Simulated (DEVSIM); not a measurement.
Structure: Cr/SiON/p-Si capacitor, at 300 K.

```tsv
layer (left to right)	material	thickness (nm)	Na (cm⁻³)
1	SiON	3.20	-
2	Si	9100	8e14
```

Metal gate on the left, work function 4.5 eV. Fixed charge at the semiconductor interface -1.3e10 cm⁻² (in units of +e); no interface traps.

The device is made up for the run: typed textbook-type constants, with dimensions and the other settings drawn at random. Values at 300 K.

| parameter | SiON | Si |
|---|---|---|
| gap (eV) | 7 | 1.124 |
| affinity (eV) | 1.4 | 4.05 |
| permittivity | 5.5 | 11.7 |
| Nc (cm⁻³) | - | 2.86e19 |
| Nv (cm⁻³) | - | 3.1e19 |

DEVSIM, 1D Poisson equation in equilibrium, Boltzmann statistics, complete ionisation; no quantum confinement or tunnelling. Metal contacts follow the ideal Schottky-Mott rule: no Fermi-level pinning, no interface dipoles.

Question: Tabulate band edges, carrier densities and field at 0.0 V on the gate.

Answer: Energies count from the Fermi level of the right contact; mesh points crowd at the junctions.

```csv
x (μm),Ec (eV),Ev (eV),n (cm⁻³),p (cm⁻³),field (V/cm)
0.000,3.100,-3.900,< 1e2,< 1e2,25000
0.001061,3.103,-3.897,< 1e2,< 1e2,25000
0.002307,3.106,-3.894,< 1e2,< 1e2,25000
0.003324,0.458,-0.666,5.8e11,2.0e8,9500
0.005970,0.460,-0.664,5.3e11,2.2e8,9500
0.01091,0.465,-0.659,4.4e11,2.6e8,9400
0.02204,0.476,-0.648,2.9e11,4.0e8,9300
0.06324,0.513,-0.611,6.9e10,1.7e9,8800
0.1401,0.577,-0.547,5.9e9,2.0e10,7800
0.3134,0.694,-0.430,6.3e7,1.9e12,5700
0.7286,0.830,-0.294,320000,3.6e14,1300
2.151,0.851,-0.273,150000,8.0e14,≈ 0
4.851,0.851,-0.273,150000,8.0e14,≈ 0
7.219,0.851,-0.273,150000,8.0e14,≈ 0
8.467,0.851,-0.273,150000,8.0e14,≈ 0
8.831,0.851,-0.273,150000,8.0e14,≈ 0
8.983,0.851,-0.273,150000,8.0e14,≈ 0
9.051,0.851,-0.273,150000,8.0e14,≈ 0
9.087,0.851,-0.273,150000,8.0e14,≈ 0
9.097,0.851,-0.273,150000,8.0e14,≈ 0
9.101,0.851,-0.273,150000,8.0e14,≈ 0
9.103,0.851,-0.273,150000,8.0e14,≈ 0
```
